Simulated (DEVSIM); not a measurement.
System: Pt/Al2O3/SiO2/n-Si capacitor, at 300 K.

```csv
layer (left to right),material,thickness (nm),Nd (cm⁻³)
1,Al2O3,5.40,-
2,SiO2,1.40,-
3,Si,900,4.1e17
```

Metal gate on the left, work function 5.6 eV. Fixed charge at the semiconductor interface -6.9e11 cm⁻² (in units of +e); interface traps 9.7e11 cm⁻² eV⁻¹, uniform in energy, neutral level at 0.3 of the gap above the valence band.

Constants are typed, rounded textbook-type inputs, not results; the design itself was drawn at random and stands for no fabricated device. Values at 300 K.

| parameter | Al2O3 | SiO2 | Si |
|---|---|---|---|
| gap (eV) | 6.8 | 9 | 1.124 |
| affinity (eV) | 1.35 | 0.9 | 4.05 |
| permittivity | 9 | 3.9 | 11.7 |
| Nc (cm⁻³) | - | - | 2.86e19 |
| Nv (cm⁻³) | - | - | 3.1e19 |

DEVSIM, 1D Poisson equation in equilibrium, Boltzmann statistics, complete ionisation; no quantum confinement or tunnelling. Metal contacts follow the ideal Schottky-Mott rule: no Fermi-level pinning, no interface dipoles.

Question: Tabulate band edges, carrier densities and field at 0.6 V on the gate.

Answer: Energies count from the Fermi level of the right contact; mesh points crowd at the junctions.

```csv
x (μm),Ec (eV),Ev (eV),n (cm⁻³),p (cm⁻³),field (V/cm)
0.000,3.650,-3.150,< 1e2,< 1e2,-220000
0.001022,3.627,-3.173,< 1e2,< 1e2,-220000
0.002545,3.594,-3.206,< 1e2,< 1e2,-220000
0.004212,3.557,-3.243,< 1e2,< 1e2,-220000
0.005554,3.972,-5.028,< 1e2,< 1e2,-510000
0.006147,3.942,-5.058,< 1e2,< 1e2,-510000
0.006800,0.759,-0.365,5100000,2.3e13,-320000
0.008738,0.706,-0.418,4.0e7,2.9e12,-270000
0.01194,0.623,-0.501,9.9e8,1.2e11,-250000
0.01847,0.474,-0.650,3.1e11,3.7e8,-210000
0.03173,0.255,-0.869,1.5e15,78000,-120000
0.07521,0.110,-1.014,4.0e17,290,-630
0.1472,0.110,-1.014,4.1e17,280,≈ 0
0.2935,0.110,-1.014,4.1e17,280,≈ 0
0.6269,0.110,-1.014,4.1e17,280,≈ 0
0.7744,0.110,-1.014,4.1e17,280,≈ 0
0.8423,0.110,-1.014,4.1e17,280,≈ 0
0.8757,0.110,-1.014,4.1e17,280,≈ 0
0.8954,0.110,-1.014,4.1e17,280,≈ 0
0.9018,0.110,-1.014,4.1e17,280,≈ 0
0.9050,0.110,-1.014,4.1e17,280,≈ 0
0.9068,0.110,-1.014,4.1e17,280,≈ 0
```
